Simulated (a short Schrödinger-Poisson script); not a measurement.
Stack: symmetric double-gate stack, SiO2 on p-type Si(100), at 77 K.

```tsv
layer	material	thickness (nm)	Na (cm⁻³)
1	SiO2	1.6	-
2	Si	5	6e16
3	SiO2	1.6	-
```

The device is made up for the run: typed textbook-type constants, with dimensions and the other settings drawn at random. SiO2: permittivity 3.9, conduction-band edge (eV) 3.15, gap (eV) 9, electron mass (mₑ) 0.5. Si: permittivity 11.7, conduction-band edge (eV) 0, gap (eV) 1.124, Nv at 300 K (cm⁻³) 3.1e19.

Channel valleys (confinement mass, in-plane density-of-states mass, number): Δ2 0.916, 0.19, 2; Δ4 0.19, 0.417, 4. At the gates, both at one voltage, the conduction-band edge of layer 1 lies 3.49 eV − eVg above the Fermi level of the channel. Gaps are held at their typed values at every temperature. Mesh 0.03 nm at interfaces.

From a short Schrödinger-Poisson script (our own, NumPy): 1D Poisson equation in equilibrium, electrons quantum, Hartree (BenDaniel-Duke, 12 states a valley, the channel's in-plane mass for all, wave functions free to enter the dielectric), parabolic valleys, classical holes, full ionisation, no traps, pinning or gate leakage.

The same stack at other levels of the model or other numerical settings:

| run | sheet density of all electrons at Vg = 1.05 V (cm⁻²) | sheet density of all electrons at Vg = 0.45 V (cm⁻²) | capacitance of both gates at Vg = 1.05 V (μF/cm²) | rough cost against the base |
|---|---|---|---|---|
| base | 1.41e13 | 1.75e12 | 3.51 | about 1 |
| electrons treated as classical, Boltzmann | (withheld) | 2.60e12 | 4.22 | 0.04 |
| electrons treated as classical, Fermi-Dirac | (withheld) | 2.47e12 | 3.83 | 0.09 |
| mesh six times as coarse | 1.41e13 | 1.75e12 | 3.50 | 0.3 |
| one subband a valley | 1.39e13 | 1.75e12 | (withheld) | 0.4 |

### Question
Some entries are withheld; supply them.

### Answer

- electrons treated as classical, Fermi-Dirac, sheet density of all electrons at Vg = 1.05 V (cm⁻²): 1.65e13
- one subband a valley, capacitance of both gates at Vg = 1.05 V (μF/cm²): 3.44
- electrons treated as classical, Boltzmann, sheet density of all electrons at Vg = 1.05 V (cm⁻²): 1.80e13

The classical rows ignore confinement, and Boltzmann statistics overrate the density once the band edge passes the Fermi level.
